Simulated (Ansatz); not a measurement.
The reference is GaSb in the zinc blende structure (space group F-43m, No. 216; a = 6.112 Å). Axes: x, y, z lie along the cube axes.

Computed with PBEsol, PAW, 420 eV (Ansatz, a program for electronic structure; no spin-orbit coupling), earlier PAW set.

Strains are applied to the cell and any free atomic positions relax; under biaxial strain the out-of-plane vector relaxes too.

One change was made to it. Results:

```csv
quantity,base,after
shortest interatomic distance,2.647 Å,2.666 Å
"pressure (mean of the normal stresses, compression positive)",0.0 GPa,-1.1 GPa
energy relative to the base (free energy F),0 meV/atom,+3.3 meV/atom
```

Name the change that was made.
A. biaxial strain +2.39 %, plane normal [110], relaxed out of plane
B. uniaxial strain ε_yy = +2.17 %
C. biaxial strain −4.93 %, plane normal [111], relaxed out of plane
D. isotropic strain +0.68 %
E. strain tensor (xx, yy, zz, yz, xz, xy) = (−0.12, +0.82, +2.96, +1.21, −0.63, +0.58) %

B, uniaxial strain ε_yy = +2.17 %. For comparison, the energy relative to the base in the other runs: strain tensor (xx, yy, zz, yz, xz, xy) = (−0.12, +0.82, +2.96, +1.21, −0.63, +0.58) % gives +11 meV/atom; biaxial strain +2.39 %, plane normal [110], relaxed out of plane gives +11 meV/atom; isotropic strain +0.68 % gives +1.9 meV/atom; biaxial strain −4.93 %, plane normal [111], relaxed out of plane gives +57 meV/atom.

A biaxial case was relaxed in a doubled cell and then solved in the primitive one. Stability against distortions was not tested. All final runs are without spin polarisation.
